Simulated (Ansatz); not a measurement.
Base system: PtGe (space group Pnma, No. 62; a = 5.819 Å, b = 3.757 Å, c = 6.175 Å). Axes: x, y, z lie along a, b, c of the conventional cell.

(Cell as relaxed with PBE.)

Levels (all Ansatz, an electronic-structure program, PAW): PBE (420 eV, no spin-orbit coupling); r2SCAN (500 eV, without spin-orbit coupling).

Each level relaxes its own structure.

| base | PBE | r2SCAN |
|---|---|---|
| volume per atom | 16.87 Å³ | 16.42 Å³ |
| band gap | zero | zero |

It is then changed as follows: biaxial strain +0.19 %, plane normal [001], relaxed out of plane (Cartesian); in-plane vectors clamped, the third vector and the atoms free.

```json
[
 {"quantity": "pressure (mean of the normal stresses, compression positive)", "PBE": "-0.3 GPa", "r2SCAN": "-0.3 GPa"},
 {"quantity": "band gap", "PBE": "zero", "r2SCAN": "zero"},
 {"quantity": "volume per atom", "PBE": "16.90 Å³", "r2SCAN": "16.45 Å³"}
]
```

PBE's volume per atom lies 0.455 Å³ above r2SCAN's (2.8 %); the two agree on the pressure and band gap. Neither level is exact; r2SCAN is the comparison here, not a measurement.

No phonon test of stability was made. The final runs are not spin-polarised.
